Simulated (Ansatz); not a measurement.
Data:

Host crystal: wurtzite ZnO, with a band gap (PBE, scalar-relativistic without spin-orbit coupling).

End structure of Au on the 1x1 (10-10) surface of wurtzite ZnO (cut with top plane O + Zn), one in a 2x1 cell, started at the site 'bridge Zn-Zn (span 3.3 Å) #2':

```
CELL_PARAMETERS angstrom
      6.55898     0.00000     0.00000
      0.00000     5.29379     0.00000
      0.00000     0.00000    28.50000
ATOMIC_POSITIONS crystal
  O  0.25000 0.37743 0.33452
  O  0.75000 0.37743 0.33452
  Zn 0.25000 0.03125 0.34633
  Zn 0.75000 0.03125 0.34633
  O  0.00000 0.87215 0.36753
  O  0.50000 0.87215 0.36753
  Zn 0.00000 0.49479 0.36289
  Zn 0.50000 0.49479 0.36289
  O  0.00000 0.37176 0.43285
  O  0.50000 0.37176 0.43285
  Zn 0.00000 0.99599 0.43628
  Zn 0.50000 0.99599 0.43628
  O  0.25000 0.87015 0.46746
  O  0.75000 0.87015 0.46746
  Zn 0.25000 0.49048 0.46515
  Zn 0.75000 0.49048 0.46515
  O  0.24982 0.37009 0.53214
  O  0.74985 0.37147 0.53273
  Zn 0.24982 0.99164 0.53442
  Zn 0.74985 0.99211 0.53457
  O  0.00061 0.87124 0.56707
  O  0.49909 0.87124 0.56706
  Zn 0.00229 0.49381 0.56459
  Zn 0.49740 0.49380 0.56458
  O  0.00239 0.36808 0.63191
  O  0.49716 0.36806 0.63190
  Zn 0.99514 0.98937 0.63544
  Zn 0.50441 0.98934 0.63543
  O  0.24979 0.85581 0.66579
  O  0.74977 0.86657 0.66533
  Zn 0.24978 0.48610 0.66735
  Zn 0.74976 0.51837 0.65356
  Au 0.25003 0.12506 0.72608
```

Set-up: 33 atoms, 9.4 Å thick at the start under the adsorbate (thin: gaps and levels are the slab's own); mesh 3x4x1; 0.01 eV smearing; dipole correction on; 16 atoms held, the rest relaxed; no symmetry held; spin-polarised, ending with about 1.0 μB a cell; orders that need a larger cell were not tried, no spin-orbit, no U, no dispersion correction. At the end it is bonded to O + Zn. In PBE it is, or lies within 0.03 eV of, the lowest of the starts that converged.

A negative adsorption energy means that the adsorbate is more stable on the surface than in its reference.

Task: What is the computed adsorption energy against an atom of fcc Au (PBE in Ansatz, an electronic-structure program)?

Result: 1.76 eV

Task: Predict the change of the step from the bottom to the top vacuum level, against the clean slab from PBE.

Result: -0.065 eV
